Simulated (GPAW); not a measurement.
GPAW run on Sb (Pm-3m, 1 atom in the cell): self-consistent single point.

Level of theory: PBEsol, GPAW PAW datasets PBEsol (made by gpaw-setup) (plane waves; GPAW).

```
CELL_PARAMETERS angstrom
      3.07409     0.00000     0.00000
      0.00000     3.07409     0.00000
      0.00000     0.00000     3.07409
ATOMIC_POSITIONS crystal
  Sb 0.00000 0.00000 0.00000
```

Reference input (self-consistent single point, DFT PBEsol, plane waves, GPAW PAW datasets PBEsol (made by gpaw-setup)): mode = pw; ecut = 550 eV; xc = PBEsol; kpts = 9 9 9; mesh shift (steps) = 0 0 0; occupations.name = methfessel-paxton; occupations.width = 0.1 eV; occupations.order = 0; nbands = -5; symmetry.symmorphic = false; symmetry.tolerance = 0.0005; maxiter = 150. This run's input differs from it in these lines:

```diff
@@ -13,4 +13,4 @@
             xc='PBEsol',
-            kpts=(9, 9, 9),
-            occupations={'name': 'methfessel-paxton', 'width': 0.1, 'order': 0},
+            kpts=(7, 7, 7),
+            occupations={'name': 'methfessel-paxton', 'width': 0.05, 'order': 0},
             nbands=-5,
```

Output, abridged:

```
     iter     time        total  log10-change:
                         energy   eigst   dens
iter:   1 --:--:--    -4.808207
iter:   2 --:--:--    -4.833984   -0.62  -1.79
iter:   3 --:--:--    -4.835026   -2.05  -1.79
iter:   4 --:--:--    -4.836353c  -2.80  -2.31
iter:   5 --:--:--    -4.835968c  -4.08  -2.87
iter:   6 --:--:--    -4.835338c  -4.40  -2.94
iter:   7 --:--:--    -4.835319c  -5.54  -3.54
iter:   8 --:--:--    -4.835281c  -5.44  -3.64
iter:   9 --:--:--    -4.835284c  -5.72  -3.57
iter:  10 --:--:--    -4.835282c  -7.29  -4.20c
iter:  11 --:--:--    -4.835282c  -6.49  -4.20c
iter:  12 --:--:--    -4.835282c  -6.83  -4.33c
iter:  13 --:--:--    -4.835282c  -8.42c -4.48c
Converged after 13 iterations.

Dipole moment: (0.000000, 0.000000, -0.000000) |e|*Ang

Energy contributions relative to reference atoms: (reference = -176204.783462)

Kinetic:         -0.822406
Potential:       +0.154981
External:        +0.000000
XC:              -4.334239
Entropy (-ST):   -0.001643
Local:           +0.167204
SIC:             +0.000000
--------------------------
Free energy:     -4.836104
Extrapolated:    -4.835282

Showing only first 2 kpts
 Kpt  Band  Eigenvalues  Occupancy
  0     5     -5.62965    2.00000
  0     6     10.27663    0.00000
  0     7     10.27663    0.00000
  0     8     10.27663    0.00000

  1     5     -5.32727    2.00000
  1     6      7.54878    0.00000
  1     7     10.57391    0.00000
  1     8     10.57391    0.00000

Fermi level: 6.83373

No gap
No difference between direct/indirect transitions
Energy (eV): -4.835282

Forces in eV/Ang:
  0 Sb    0.00000    0.00000    0.00000

Stress tensor:
     0.007617     0.000000     0.000000
     0.000000     0.007617     0.000000
     0.000000     0.000000     0.007617
Stress (GPa, Voigt): [1.2204 1.2204 1.2204 0.     0.     0.    ]
```

The run converged in 13 iterations. GPAW prints stress with tension positive. Against the reference run the free energy drops by 26.0 meV/atom and the pressure goes from -1.58 to -1.22 GPa.

The starting cell comes from a database of computed structures (which also holds hypothetical and non-ambient phases and stackings), without a prior relaxation at this level. Its lattice was rescaled by up to half a per cent.
